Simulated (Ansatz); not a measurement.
Consider InAs in the zinc blende structure (space group F-43m, No. 216; a = 6.087 Å).

One thing is altered: every In is replaced by B; the structure is relaxed again.

Levels (all Ansatz, a program for electronic structure, PAW): PBEsol (420 eV, no spin-orbit coupling); r2SCAN (500 eV, no SOC); HSE06 (420 eV, no spin-orbit coupling).

At the geometry relaxed with PBEsol, these levels gave the following band gaps, in shuffled order: (a) 1.08 eV, (b) 1.82 eV, (c) 1.37 eV.

Problem. Match each gap to its level.

Solution. (a) PBEsol; (b) HSE06; (c) r2SCAN.

Single points use the geometry relaxed with PBEsol. HSE06 gaps are upper bounds (no full band path). Stability against distortions was not tested. The final runs are not spin-polarised.
